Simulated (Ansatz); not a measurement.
An Ansatz (a first-principles code) input (Kohn–Sham DFT with the PBE functional, run in Ansatz with PAW and 420 eV plane waves, scalar-relativistic without spin-orbit coupling):

Ansatz 0.2 input:
```yaml
crystal:
  lattice:
    - [2.7818743603, 0, 0]
    - [-1.3909371801, 2.4091738661, 0]
    - [0, 0, 4.3908613055]
  atoms:
    - { symbol: Os, position: [0.6666666667, 0.3333333333, 0.75] }
    - { symbol: Os, position: [0.3333333333, 0.6666666667, 0.25] }
basis: { ecutwfc: 420, ecutrho_ratio: 4, xc_grid: 2, fft_grid_basis: typed }
kpoints: { mp_grid: { grid: [24, 24, 13] } }
hamiltonian:
  xc: pbe
  dispersion: none
  pseudopotentials: { kind: paw }
scf: { occupations: { method: fermi_dirac, width: 0.1 }, convergence: { dr2_threshold: 0.0000000002 } }
relax: { f_tol: 0.005, max_steps: 50 }
output: { forces: true, stress: true }
checkpoint: { write: state.ck, write_every: 1000 }
```

Task: Which symmetry and how many k-points will the program report, and about how many plane waves at Γ?

Result: Space group P63/mmc (ITA 194) with 24 operations, k-points 427 of 7488, and 579 plane waves at Γ.

Task: And the final pressure?

Result: -11.03 GPa (compression positive).

The cells carry an imposed strain or load. Stability against distortions was not tested. All final runs are without spin polarisation. The cell was made from Os in the hcp (Mg type) structure (space group P6_3/mmc, No. 194) by this change: isotropic strain +1.00 %.
